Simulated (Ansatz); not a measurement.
## ZnS: response to strain

Base system: ZnS in the zinc blende structure (space group F-43m, No. 216).

```xyz
2
Lattice="0.0000 2.6484 2.6484 2.6484 0.0000 2.6484 2.6484 2.6484 0.0000" Properties=species:S:1:pos:R:3 pbc="T T T"
Zn     0.0000     0.0000     0.0000
S      3.9726     3.9726     3.9726
```

Cartesian axes are those of the cell as printed.

Strains are applied to the cell and any free atomic positions relax; under biaxial strain the out-of-plane vector relaxes too.

Computed with Ansatz (an electronic-structure program) LDA, no spin-orbit coupling.

Candidates:
(a) biaxial strain +1.67 %, plane normal [111], relaxed out of plane
(b) biaxial strain −2.50 %, plane normal [111], relaxed out of plane
(c) biaxial strain +0.42 %, plane normal [111], relaxed out of plane

Order them by out-of-plane strain, highest first.

(b) biaxial strain −2.50 %, plane normal [111], relaxed out of plane (+1.72 %), (c) biaxial strain +0.42 %, plane normal [111], relaxed out of plane (-0.28 %), (a) biaxial strain +1.67 %, plane normal [111], relaxed out of plane (-1.08 %)

No phonon test of stability was made.
